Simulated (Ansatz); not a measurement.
Ansatz (a program for electronic structure) run on GePt (Pnma, 8 atoms in the cell): self-consistent single point

Method: LDA (PW92), default PAW files made with PBE (plane waves; Ansatz).

This input was run:

Ansatz 0.2 input:
```yaml
crystal:
  lattice:
    - [5.75601000, 0.00000000, 0.00000000]
    - [0.00000000, 3.73003000, 0.00000000]
    - [0.00000000, 0.00000000, 6.11156000]
  atoms:
    - { symbol: Ge, position: [0.81393000, 0.75000000, 0.58801000] }
    - { symbol: Ge, position: [0.18607000, 0.25000000, 0.41199000] }
    - { symbol: Ge, position: [0.68607000, 0.25000000, 0.08801000] }
    - { symbol: Ge, position: [0.31393000, 0.75000000, 0.91199000] }
    - { symbol: Pt, position: [0.00185000, 0.75000000, 0.19271000] }
    - { symbol: Pt, position: [0.99815000, 0.25000000, 0.80729000] }
    - { symbol: Pt, position: [0.49815000, 0.25000000, 0.69271000] }
    - { symbol: Pt, position: [0.50185000, 0.75000000, 0.30729000] }
basis:
  ecutwfc: 420.0 eV
kpoints:
  mp_grid: { grid: [5, 8, 5] }
hamiltonian:
  xc: lda
  pseudopotentials: { kind: paw }
scf:
  occupations: { method: fermi_dirac, width: 0.1 eV }
output:
  forces: true
  eigenvalues: true
  stress: true
```

Output (repeated stretches shortened):

```
WARN ansatz: RAYON_NUM_THREADS=1 ignored (pool sized by the plan → 1); use --threads N
Pseudopotentials: kind: paw
Pseudopotential: Ge, paw, valence charge 14
Pseudopotential: Pt, paw, valence charge 18
Crystal: 8 atoms, lattice volume = 131.216 Å³
Basis set: ecut = 420 eV, 2567 PW (Γ)
Bands: 77, of which v1, the nominal top of the filled ones, is band 64 counted from 1 (63 counted from 0)
Symmetry: 8 space group operations
Space group: Pnma (ITA 62), of the structure as read, at distance tolerance 5.1e-5 Å
k-points: 45 of 200
PAW frozen core: Ge, regenerated for the run's functional, and the local potential with it
PAW frozen core: Pt, regenerated for the run's functional, and the local potential with it
Initial density: superposition of atomic densities (neutral atoms: chi_scale 0, normalization atom), corrected by the library's trained network
Initial wavefunctions: pseudopotential atomic-orbital guess
Eigensolver: davidson
Functional: x = slater, c = lda
SCF iter   1: F=—  HF=-65846.832618 eV  |F-HF|=—  |Δ(HF+E_count)|=         —  Δρ=6.44e-3  dr2=3.18e-2  ethr=1.77e-3  ⟨swp⟩=5.3  Hψ=11473  notcnv=0  defer=56
all-band conjugate gradients solve this SCF's bands
preconditioner: auto → Kerker (q_TF=auto, 2.717 Å⁻¹)
SCF iter   2: F=—  HF=-65846.828173 eV  |F-HF|=—  |Δ(HF+E_count)|=   4.45e-3  Δρ=3.44e-3  dr2=1.17e-2  ethr=2.48e-5  ⟨swp⟩=2.0  Hψ=5601  notcnv=0  defer=57
SCF iter   3: F=—  HF=-65846.825772 eV  |F-HF|=—  |Δ(HF+E_count)|=   2.40e-3  Δρ=1.03e-3  dr2=1.02e-3  ethr=9.17e-6  ⟨swp⟩=2.3  Hψ=4573  notcnv=0  defer=57
SCF iter   4: F=—  HF=-65846.825296 eV  |F-HF|=—  |Δ(HF+E_count)|=   4.75e-4  Δρ=3.06e-4  dr2=1.36e-4  ethr=7.99e-7  ⟨swp⟩=2.1  Hψ=4838  notcnv=0  defer=57
SCF iter   5: F=—  HF=-65846.825234 eV  |F-HF|=—  |Δ(HF+E_count)|=   6.18e-5  Δρ=6.91e-5  dr2=7.25e-6  ethr=1.06e-7  ⟨swp⟩=2.1  Hψ=5455  notcnv=0  defer=57
SCF iter   6: F=—  HF=-65846.825242 eV  |F-HF|=—  |Δ(HF+E_count)|=   7.40e-6  Δρ=1.57e-5  dr2=3.66e-7  ethr=5.67e-9  ⟨swp⟩=2.0  Hψ=5494  notcnv=0  defer=57
SCF iter   7: F=-65846.825242 eV  HF=-65846.825242 eV  |F-HF|=1.26e-8  |Δ(HF+E_count)|=   2.70e-8  Δρ=5.08e-6  dr2=4.50e-8  ethr=7.81e-11  ⟨swp⟩=8.6  Hψ=12411  notcnv=0
SCF 1 converged in 7 iterations: F = -65846.825242 eV  dr2 = 4.50e-8
SCF converged after 7 iterations
Free energy (F): -65846.825242 eV
Harris-Foulkes:  -65846.825242 eV  (|F-HF|=1.26e-8)
Internal energy: -65846.748648 eV  (E = F + TS)
E sigma→0 (E₀):  -65846.786945 eV
Entropy (-TS):   -0.076593 eV (-9.574 meV/atom)
Fermi energy:    17.189404 eV
--- Per-component energies (eV) ---
  E_band       = -1151.004588
  E_kinetic    = 3008.196874
  E_local      = -15205.593039  (includes V_loc(G=0)·N_el)
  E_nonlocal   = 2513.436349
  E_hartree    = 6230.437173
  E_xc         = -1346.590524
  E_vxc        = -1477.164762  (∫ρ·V_xc dr)
  E_paw        = -44478.090034  (= ΣΔE_a)
  E_vpaw       = -2450.746231  (= ΣTr[D̂ρ^β])
  E_aug_tail   = 0.001836  (compensation charges beyond the density's cutoff)
  E_ewald      = -16578.036065
  E_core_change = 9.488783  (= ΣΔE_core)
  E_smearing   = -0.076593  (= −TS)
  E_closure    = -0.000000  (closes the sum)
  Σ components = -65846.825242   (vs F -65846.825242, Δ=0.00e0)
--- Forces (eV/Å), atoms counted from 1 ---
  atom   1  Ge    -0.07066893     0.00000000     0.03130936
  atom   2  Ge     0.07066893     0.00000000    -0.03130936
  atom   3  Ge     0.07066893     0.00000000     0.03130936
  atom   4  Ge    -0.07066893     0.00000000    -0.03130936
  atom   5  Pt     0.03219374     0.00000000    -0.02726710
  atom   6  Pt    -0.03219374     0.00000000     0.02726710
  atom   7  Pt    -0.03219374     0.00000000    -0.02726710
  atom   8  Pt     0.03219374     0.00000000     0.02726710
  max |Σ_I F_I| component: 6.94e-18 eV/Å
--- Stress (GPa, compression-positive) ---
       -5.787218       0.000000       0.000000
        0.000000      -5.545795       0.000000
        0.000000       0.000000      -5.681457
  P = ⅓ Tr σ = -5.6715 GPa (-56.715 kbar)
  The stress holds the Pulay correction. Without it, at fixed plane waves, as pw.x and ABINIT print it: P = -5.7167 GPa
--- Band table (eV; the first three rows and the last of 45) ---
  k-point 0: bands = ["-81.9669", "-81.9636", "-81.9628", "-81.9595", "-36.1969", "-36.1859", "-36.1719", "-36.1351", "-36.1204", "-36.1025", "-36.0953", "-36.0914", "-36.0685", "-36.0573", "-36.0413", "-36.0403", "-7.9896", "-7.9822", "-7.9818", [...]
  k-point 1: bands = ["-81.9668", "-81.9644", "-81.9620", "-81.9597", "-36.1961", "-36.1878", "-36.1683", "-36.1409", "-36.1154", "-36.1016", "-36.0969", "-36.0928", "-36.0671", "-36.0582", "-36.0413", "-36.0405", "-7.9888", "-7.9827", "-7.9812", [...]
  k-point 2: bands = ["-81.9662", "-81.9654", "-81.9610", "-81.9602", "-36.1940", "-36.1911", "-36.1604", "-36.1507", "-36.1078", "-36.1013", "-36.0992", "-36.0959", "-36.0639", "-36.0606", "-36.0412", "-36.0408", "-7.9866", "-7.9842", "-7.9797", [...]
  k-point 44: bands = ["-81.9638", "-81.9638", "-81.9625", "-81.9625", "-36.1722", "-36.1722", "-36.1620", "-36.1620", "-36.1089", "-36.1089", "-36.0881", "-36.0881", "-36.0714", "-36.0714", "-36.0626", "-36.0626", "-7.9776", "-7.9776", "-7.9772", [...]
```

The run converged in 7 iterations.

The starting cell comes from a database of computed structures (which also holds hypothetical and non-ambient phases and stackings), without a prior relaxation at this level. Spin-orbit coupling is off. Spin polarisation is off. With a pressure of about -6 GPa the cell is away from its equilibrium volume at this level. Ansatz's pressure includes its estimate of the finite-basis (Pulay) stress.
